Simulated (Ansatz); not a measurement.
System: Al-vacancy pair (Al on one host W site, one W site vacant) in bcc W (neutral cell). These are PBE, PAW (plane waves to 420 eV; Ansatz, an electronic-structure program) values and carry that method's errors.

Cell of 36 host sites held at the relaxed PBE lattice; a 2×2×3 k-point mesh shifted by half a step; Fermi-Dirac width 0.10 eV, spin-restricted; finite-size errors left in. No zero-point or tunnelling terms. Spin-orbit coupling is left out. Forms of the defect that were not tried may lie lower.

Barriers: single points on a 3×3×5 k-point mesh shifted by half a step at the bands' geometries (they differ from the bands' own by up to 0.12 eV, and are uncertain by about as much).

Relaxed starting cell (atoms counted from 1):

```
CELL_PARAMETERS angstrom
      9.55287     0.00000     0.00000
      0.00000     9.55287     0.00000
      0.00000     0.00000     6.36858
ATOMIC_POSITIONS crystal
  Al 0.00962 0.00993 0.01622
  W  0.99953 0.99983 0.49945
  W  0.00022 0.32895 0.00386
  W  0.00107 0.33021 0.49591
  W  0.99946 0.66877 0.00017
  W  0.99930 0.66555 0.50127
  W  0.32864 0.00051 0.00387
  W  0.32992 0.00137 0.49591
  W  0.32990 0.33019 0.00465
  W  0.33150 0.33178 0.49774
  W  0.33205 0.66531 0.00029
  W  0.33234 0.66611 0.50156
  W  0.66849 0.99975 0.00018
  W  0.66527 0.99960 0.50128
  W  0.66501 0.33234 0.00029
  W  0.66582 0.33265 0.50157
  W  0.66564 0.66594 0.00192
  W  0.66591 0.66621 0.50099
  W  0.16787 0.16816 0.74375
  W  0.16553 0.49652 0.25069
  W  0.16549 0.49801 0.75067
  W  0.16834 0.83023 0.25423
  W  0.16659 0.83358 0.75190
  W  0.49624 0.16581 0.25069
  W  0.49773 0.16578 0.75068
  W  0.49896 0.49925 0.25085
  W  0.49786 0.49814 0.75178
  W  0.49943 0.83318 0.25112
  W  0.49761 0.83441 0.75190
  W  0.82995 0.16864 0.25424
  W  0.83328 0.16688 0.75192
  W  0.83289 0.49972 0.25113
  W  0.83412 0.49790 0.75190
  W  0.83314 0.83343 0.25153
  W  0.83354 0.83382 0.75057
```

End state 1 differs by these moves (Å; atoms that move under 0.08 Å are left out):

```json
[
 {"atom": "1", "element": "Al", "Δx": "1.39", "Δy": "1.39", "Δz": "1.40"}
]
```

Problem. Estimate the forward and backward barriers to end state 1 that PBE, PAW returns for this input.

Solution. forward 0.56 eV, backward 0.56 eV; at the saddle point atom 1 has neighbours 4 W at 2.68, 2 W at 2.70, 6 W at 3.42 Å. The saddle point's order was not checked, and it lies on a symmetry element of the cell, where a band can be held.

End state 2 differs by these moves (Å; atoms that move under 0.08 Å are left out):

| atom | element | Δx | Δy | Δz |
|---|---|---|---|---|
| 1 | Al | -0.10 | -0.10 | -0.09 |
| 2 | W | 1.58 | 1.58 | -1.55 |

Problem. Give the forward and backward barriers to end state 2 at the level PBE, PAW.

Solution. forward 1.98 eV, backward 1.40 eV; at the saddle point atom 2 has neighbours Al at 2.70; 3 W at 2.68, 2 W at 2.73, 3 W at 3.30 Å. The saddle point's order was not checked, and it lies on a symmetry element of the cell, where a band can be held.
